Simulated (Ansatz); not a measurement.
## A computed series for BeTe: pressure series

Take BeTe in the zinc blende structure (space group F-43m, No. 216; a = 5.657 Å) as the base.

Cell and atoms are relaxed at each pressure.

All numbers come from r2SCAN (Ansatz, a program for electronic structure), scalar-relativistic without spin-orbit coupling.

```csv
variant,electron mass,shortest interatomic distance,density
base,"2.1 mₑ along k, 0.25 mₑ across (at X)",2.449 Å,5.01 g/cm³
pressure −2 GPa,"2.6 mₑ along k, 0.26 mₑ across (at X)",2.479 Å,4.83 g/cm³
pressure −1 GPa,"2.2 mₑ along k, 0.25 mₑ across (at X)",2.464 Å,4.92 g/cm³
pressure 0.9 GPa,"2.0 mₑ along k, 0.25 mₑ across (at X)",2.438 Å,5.09 g/cm³
pressure 2.1 GPa,"1.9 mₑ along k, 0.25 mₑ across (at X)",2.423 Å,5.18 g/cm³
pressure 4.5 GPa,"1.7 mₑ along k, 0.24 mₑ across (at X)",2.396 Å,5.36 g/cm³
pressure 9 GPa,"1.5 mₑ along k, 0.23 mₑ across (at X)",2.354 Å,5.65 g/cm³
pressure 15 GPa,"1.4 mₑ along k, 0.23 mₑ across (at X)",2.308 Å,5.99 g/cm³
pressure 22.5 GPa,"1.3 mₑ along k, 0.22 mₑ across (at X)",2.263 Å,6.36 g/cm³
pressure 30 GPa,"1.2 mₑ along k, 0.21 mₑ across (at X)",2.225 Å,6.69 g/cm³
```

Spin-orbit coupling, missing from the scalar runs, can matter with Te. The levels and masses belong to the bands next to the band gap. Load acts through the strain it causes; cell and atoms are relaxed under it. Masses are band curvatures over ±0.01 Å⁻¹ around the edge. Along k means along the line from Γ to the band edge. Stability against distortions was not tested. Competing high-pressure phases were not computed.
